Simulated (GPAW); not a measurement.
Band structure of In2Au3 (P-3m1, 5 atoms in the cell).

```xyz
5
Lattice="4.5740 0.0000 0.0000 -2.2870 3.9612 0.0000 0.0000 0.0000 5.6887" Properties=species:S:1:pos:R:3 pbc="T T T"
In     2.2870     1.3204     1.8299
In     0.0000     2.6408     3.8588
Au     2.2870     1.3204     4.5882
Au     0.0000     2.6408     1.1005
Au     0.0000     0.0000     0.0000
```

Method of the run: PBEsol, GPAW PAW datasets PBEsol (made by gpaw-setup) (plane waves; GPAW 25.7.0).

Settings: mode = pw; ecut = 600 eV; xc = PBEsol; kpts = 7 7 5; mesh shift (steps) = 0 0 0; occupations.name = methfessel-paxton; occupations.width = 0.136 eV; occupations.order = 0; nbands = -9; convergence.density = 1e-05 e/electron; symmetry.symmorphic = false; symmetry.tolerance = 0.0005; maxiter = 100; bandpath_npoints = 40.

The starting cell comes from a database of computed structures (which also holds hypothetical and non-ambient phases and stackings), without a prior relaxation at this level. Its lattice was rescaled by a random factor within 2.5 % of one. Spin-orbit coupling is off.

Levels in eV from the Fermi level, bands 27 to 33:
| point | 27 | 28 | 29 | 30 | 31 | 32 | 33 |
|---|---|---|---|---|---|---|---|
| Γ | -2.71 | -2.41 | 1.64 | 2.34 | 2.34 | 3.45 | 4.07 |
| M | -3.14 | -1.76 | -1.55 | -0.77 | -0.34 | 0.80 | 2.80 |
| K | -3.46 | -3.42 | -0.29 | -0.29 | 0.67 | 0.92 | 0.92 |
| A | -3.20 | 1.16 | 2.18 | 2.47 | 2.47 | 2.98 | 4.04 |
| L | -3.28 | -3.18 | -2.46 | 0.17 | 1.76 | 2.27 | 2.36 |
| H | -3.43 | -2.77 | -2.24 | -2.24 | -1.15 | 5.98 | 5.98 |

Bands cross the Fermi level along this path, so the cell is metallic at this level.
